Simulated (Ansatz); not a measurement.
Hypothetical P6_3/mmc HgI2: carrier doping

Consider HgI$_{2}$ (space group P6_3/mmc, No. 194; a = 4.166 Å, c = 14.183 Å; a hypothetical phase, not in the database extracts checked).

Carriers are added at fixed cell with a uniform background; the Fermi–Dirac width is that of 300 K.

Levels (all Ansatz, a first-principles code, PAW): PBE-D3(BJ) (420 eV, without spin-orbit coupling); r2SCAN+rVV10 (500 eV, spin-orbit coupling left out).

The base cell above is that of PBE-D3(BJ); each level relaxes its own structures.

```json
[
 {"case": "electrons 2.0×10^21 cm⁻³", "gap between the host's bands, PBE-D3(BJ)": "0.21 eV", "gap between the host's bands, r2SCAN+rVV10": "0.54 eV"},
 {"case": "electrons 3.0×10^21 cm⁻³", "gap between the host's bands, PBE-D3(BJ)": "0.13 eV", "gap between the host's bands, r2SCAN+rVV10": "0.47 eV"},
 {"case": "electrons 5.0×10^21 cm⁻³", "gap between the host's bands, PBE-D3(BJ)": "zero", "gap between the host's bands, r2SCAN+rVV10": "0.30 eV"},
 {"case": "holes 2.0×10^21 cm⁻³", "gap between the host's bands, PBE-D3(BJ)": "0.44 eV", "gap between the host's bands, r2SCAN+rVV10": "0.76 eV"},
 {"case": "holes 3.0×10^21 cm⁻³", "gap between the host's bands, PBE-D3(BJ)": "0.49 eV", "gap between the host's bands, r2SCAN+rVV10": "0.80 eV"},
 {"case": "holes 5.0×10^21 cm⁻³", "gap between the host's bands, PBE-D3(BJ)": "0.57 eV", "gap between the host's bands, r2SCAN+rVV10": "0.89 eV"}
]
```

PBE-D3(BJ) lies below r2SCAN+rVV10 in every row, by 0.30 eV to 0.34 eV. They put the cases in the same order.

Charged cell with a jellium background: band edges are those of the host's band count, energies are not comparable with the neutral cell, and many-body gap narrowing is missing. Spin-orbit coupling, missing from the scalar runs, can matter with Hg and I. No phonon test of stability was made. The final runs are not spin-polarised.
